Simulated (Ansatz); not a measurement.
# Response to strain in CdS

The reference is CdS in the zinc blende structure (space group F-43m, No. 216).

```yaml
crystal:
  lattice:
    - [0.00000, 2.96355, 2.96355]
    - [2.96355, 0.00000, 2.96355]
    - [2.96355, 2.96355, 0.00000]
  atoms:
    - { symbol: S, position: [0.75000, 0.75000, 0.75000] }
    - { symbol: Cd, position: [0.00000, 0.00000, 0.00000] }
```

Strains are applied to the cell and any free atomic positions relax.

All numbers come from DFT with PBE, PAW potentials and a 420 eV plane-wave cutoff in Ansatz (a program for electronic structure), without spin-orbit coupling, earlier PAW set.

| isotropic strain (%) | band gap (eV) |
|---|---|
| -0.73 | 1.09 |
| 0 | 1.04 |
| 1.96 | ? |
| 4.69 | 0.73 |

### Question
Fit E_g = E₀ + Dε (ε in %) to the rows shown and predict the withheld row.

### Answer
Least squares on the printed values gives E₀ = 1.04 eV, D = -66.3 meV per % of strain (largest residual 0.00 eV); this predicts 0.91 eV, and the run gives 0.91 eV, in agreement.

Whether these cells are dynamically stable was not tested.
